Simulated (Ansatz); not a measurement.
The starting structures come from a database of crystals and need not be the phases stable at ambient conditions.

 Where the default PAW files enter, the runs use the earlier of Ansatz's two default sets.

Data:

```
CdTe
1.0
    4.67575     0.00000     0.00000
    0.00000     7.63690     0.00000
    2.29233     0.00000     4.07528
Cd Te
2 2
Direct
  0.84847   0.00017   0.84847
  0.15153   0.50017   0.15153
  0.18219   0.12483   0.18219
  0.81781   0.62483   0.81781
```

Space group of this cell: Cmc2_1. The cell is taken as given; by r2SCAN its mean pressure is -1.2 GPa.

All values below come from r2SCAN (plane waves, PAW; Ansatz, a quantum-chemistry and plane-wave program).

The current runs along the normal of the first two printed vectors; no spin-orbit coupling. Scaled by the factor s: both lengths across the current (ions clamped). The meshes follow the cell: 8×4×8 and 8×4 across at s = 0.98, 8×4×8 and 6×4 across at s = 1.00, 8×4×8 and 6×4 across at s = 1.02.

```csv
s,mean pressure (GPa),band gap (eV)
0.98,0.4,1.24
1.00,-1.2,1.10
1.02,-2.4,?
```

### Question
Take the slope of the band gap against ln s from the two given rows, extrapolate to s = 1.02, and say what the run there gives.

### Answer
Slope = (1.24 − 1.10) / ln 0.98 = -6.93 eV. The line gives 1.10 + (-6.93) × ln 1.02 = 0.96 eV. The run gives 0.94 eV, 0.02 eV under the line, 17 % of the predicted step.
